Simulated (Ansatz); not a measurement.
The parent structure is WSe2 in the 2H-MoS2 type structure (space group P6_3/mmc, No. 194; a = 3.2999 Å, c = 13.1513 Å; layered, stacked along the Cartesian z axis).

All numbers come from Kohn–Sham DFT with the r2SCAN+rVV10 functional, run in Ansatz (a quantum-chemistry and plane-wave program) with PAW and 500 eV plane waves, no SOC.

Before the change:

Gap character: indirect, Γ → k = (0.182, 0.182, 0) in the run's primitive reciprocal basis
Width of the top valence band: 1.58 eV

It is then changed as follows: every lattice vector is stretched by 3.31 %, atoms relaxed at fixed cell.

Problem. Estimate the effect on the gap character.

Solution. The gap character goes from indirect, Γ → k = (0.182, 0.182, 0) in the run's primitive reciprocal basis to indirect, Γ → K.

Problem. Predict the new width of the top valence band.

Solution. The width of the top valence band drops by 0.06 eV, from 1.58 eV to 1.52 eV.

With W present, leaving out spin-orbit coupling can change the band edges. The cells carry an imposed strain or load. Whether these cells are dynamically stable was not tested.
